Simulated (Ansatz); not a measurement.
Defect: interstitial Al in corundum, charge state +3. Level of theory: PBE, PAW (plane waves to 420 eV; Ansatz, a program for electronic structure).

Cell of 120 host sites held at the relaxed PBE lattice; the Γ point alone; Fermi-Dirac width 0.01 eV, spin-restricted; finite-size errors left in. No zero-point or tunnelling terms. The charge state is imposed; whether it is stable for some Fermi level was not computed. Sites that were not tried may lie lower.

Barriers: single points on a 2×2×2 k-point mesh shifted by half a step along c at the bands' geometries.

The step: Al moves alone to another site. Atoms about the jump, Cartesian Å from the middle of the jump, before and after:

```json
[
 {"atom": "Al1", "x0": "0.00", "y0": "0.00", "z0": "0.56", "x1": "0.00", "y1": "0.00", "z1": "-0.56"},
 {"atom": "O2", "x0": "-0.94", "y0": "1.40", "z0": "-0.11", "x1": "-0.94", "y1": "1.44", "z1": "-0.10"},
 {"atom": "O3", "x0": "1.69", "y0": "0.12", "z0": "-0.11", "x1": "1.72", "y1": "0.10", "z1": "-0.10"},
 {"atom": "O4", "x0": "-0.74", "y0": "-1.52", "z0": "-0.11", "x1": "-0.78", "y1": "-1.54", "z1": "-0.10"},
 {"atom": "O5", "x0": "0.74", "y0": "1.52", "z0": "-2.23", "x1": "0.71", "y1": "1.39", "z1": "-2.13"},
 {"atom": "O6", "x0": "-1.69", "y0": "-0.12", "z0": "-2.23", "x1": "-1.56", "y1": "-0.08", "z1": "-2.13"},
 {"atom": "O7", "x0": "0.94", "y0": "-1.40", "z0": "-2.23", "x1": "0.85", "y1": "-1.31", "z1": "-2.13"},
 {"atom": "Al8", "x0": "0.00", "y0": "0.00", "z0": "-2.90", "x1": "0.00", "y1": "0.00", "z1": "-3.13"},
 {"atom": "O9", "x0": "0.72", "y0": "1.31", "z0": "2.04", "x1": "0.79", "y1": "1.42", "z1": "2.12"},
 {"atom": "O10", "x0": "-1.50", "y0": "-0.03", "z0": "2.04", "x1": "-1.62", "y1": "-0.03", "z1": "2.12"},
 {"atom": "O11", "x0": "0.78", "y0": "-1.28", "z0": "2.04", "x1": "0.84", "y1": "-1.39", "z1": "2.12"},
 {"atom": "Al12", "x0": "0.01", "y0": "2.80", "z0": "-0.92", "x1": "0.01", "y1": "2.84", "z1": "-0.89"},
 {"atom": "Al13", "x0": "-2.43", "y0": "-1.39", "z0": "-0.92", "x1": "-2.47", "y1": "-1.41", "z1": "-0.89"},
 {"atom": "Al14", "x0": "2.42", "y0": "-1.41", "z0": "-0.92", "x1": "2.46", "y1": "-1.43", "z1": "-0.89"},
 {"atom": "Al15", "x0": "2.43", "y0": "1.39", "z0": "-1.42", "x1": "2.48", "y1": "1.39", "z1": "-1.40"},
 {"atom": "Al16", "x0": "-2.42", "y0": "1.41", "z0": "-1.42", "x1": "-2.44", "y1": "1.45", "z1": "-1.40"},
 {"atom": "Al17", "x0": "-0.01", "y0": "-2.80", "z0": "-1.42", "x1": "-0.04", "y1": "-2.84", "z1": "-1.40"},
 {"atom": "Al18", "x0": "0.00", "y0": "0.00", "z0": "3.06", "x1": "0.00", "y1": "0.00", "z1": "2.73"},
 {"atom": "O19", "x0": "1.68", "y0": "2.67", "z0": "-0.08", "x1": "1.68", "y1": "2.67", "z1": "-0.09"},
 {"atom": "O20", "x0": "-3.15", "y0": "0.12", "z0": "-0.08", "x1": "-3.16", "y1": "0.12", "z1": "-0.09"},
 {"atom": "O21", "x0": "1.48", "y0": "-2.79", "z0": "-0.08", "x1": "1.47", "y1": "-2.80", "z1": "-0.09"},
 {"atom": "Al22", "x0": "-2.43", "y0": "1.39", "z0": "1.24", "x1": "-2.39", "y1": "1.36", "z1": "1.27"},
 {"atom": "Al23", "x0": "2.42", "y0": "1.40", "z0": "1.24", "x1": "2.38", "y1": "1.39", "z1": "1.27"},
 {"atom": "Al24", "x0": "0.01", "y0": "-2.80", "z0": "1.24", "x1": "0.02", "y1": "-2.75", "z1": "1.27"}
]
```

Question: Give the saddle-point geometry and the barrier.

Answer: 
| atom | x | y | z |
|---|---|---|---|
| Al1 | 0.00 | 0.00 | -0.31 |
| O2 | -0.95 | 1.45 | -0.11 |
| O3 | 1.74 | 0.09 | -0.11 |
| O4 | -0.78 | -1.56 | -0.11 |
| O5 | 0.72 | 1.43 | -2.16 |
| O6 | -1.60 | -0.10 | -2.16 |
| O7 | 0.89 | -1.35 | -2.16 |
| Al8 | 0.00 | -0.01 | -3.07 |
| O9 | 0.77 | 1.40 | 2.09 |
| O10 | -1.60 | -0.04 | 2.09 |
| O11 | 0.83 | -1.37 | 2.09 |
| Al12 | 0.02 | 2.84 | -0.92 |
| Al13 | -2.47 | -1.41 | -0.92 |
| Al14 | 2.46 | -1.44 | -0.91 |
| Al15 | 2.47 | 1.39 | -1.42 |
| Al16 | -2.44 | 1.44 | -1.42 |
| Al17 | -0.03 | -2.84 | -1.42 |
| Al18 | 0.00 | -0.01 | 2.81 |
| O19 | 1.68 | 2.67 | -0.09 |
| O20 | -3.15 | 0.12 | -0.09 |
| O21 | 1.47 | -2.80 | -0.10 |
| Al22 | -2.40 | 1.36 | 1.27 |
| Al23 | 2.39 | 1.39 | 1.27 |
| Al24 | 0.02 | -2.77 | 1.27 |
It lies 0.99 eV above the start and 0.030 eV above the end. The program found a first-order saddle point.
